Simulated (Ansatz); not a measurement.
## Pt: pressure 50 GPa

The reference is Pt in the fcc (Cu type) structure (space group Fm-3m, No. 225; a = 3.918 Å).

The change: cell and atoms relaxed at a pressure of 50 GPa.

The values are results of Ansatz (a quantum-chemistry and plane-wave program), PBEsol, PAW, cutoff 420 eV, spin-orbit coupling left out, earlier PAW set, not measurements. k-mesh 20×20×20 (Γ-centred); smearing 0.05 eV (Fermi–Dirac).

* **Volume per atom**: 13.27 Å³ (base 15.04 Å³)
* **Density**: 24.41 g/cm³ (base 21.54 g/cm³)
* **Lattice parameter a**: 3.758 Å (base 3.918 Å)
* **Enthalpy H = E + PV relative to the base's energy**: +4.38 eV/atom
* **Band gap**: zero (base zero)

Final structure:

```xyz
1
Lattice="0.0000 1.8792 1.8792 1.8792 0.0000 1.8792 1.8792 1.8792 0.0000" Properties=species:S:1:pos:R:3 pbc="T T T"
Pt     0.0000     0.0000     0.0000
```

Load acts through the strain it causes; cell and atoms are relaxed under it. Whether these cells are dynamically stable was not tested. Competing high-pressure phases were not computed. The final runs are not spin-polarised.
